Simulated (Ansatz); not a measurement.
# What pressure 4.5 GPa does to TiC

Base system: TiC in the rock salt structure (space group Fm-3m, No. 225; a = 4.328 Å).

Perturbation: a hydrostatic pressure of 4.5 GPa.

Calculations: r2SCAN (Ansatz, a program for electronic structure, PAW, no SOC). k-mesh 18×18×18 (Γ-centred); smearing 0.05 eV (Fermi–Dirac).

The volume per atom drops by 0.167 Å³ to 9.97 Å³ and the density rises by 0.08 g/cm³ (4.91 g/cm³ → 4.99 g/cm³). The shortest interatomic distance drops by 0.0226 bohr, from 4.089 bohr to 4.067 bohr and the enthalpy H = E + PV relative to the base's energy is +0.28 eV/atom. The band gap remains zero.

Final structure:

```yaml
crystal:
  lattice:
    - [0.00000, 2.15198, 2.15198]
    - [2.15198, 0.00000, 2.15198]
    - [2.15198, 2.15198, 0.00000]
  atoms:
    - { symbol: Ti, position: [0.00000, 0.00000, 0.00000] }
    - { symbol: C, position: [0.50000, 0.50000, 0.50000] }
```

Load acts through the strain it causes; cell and atoms are relaxed under it. Whether these cells are dynamically stable was not tested. The final runs are not spin-polarised.
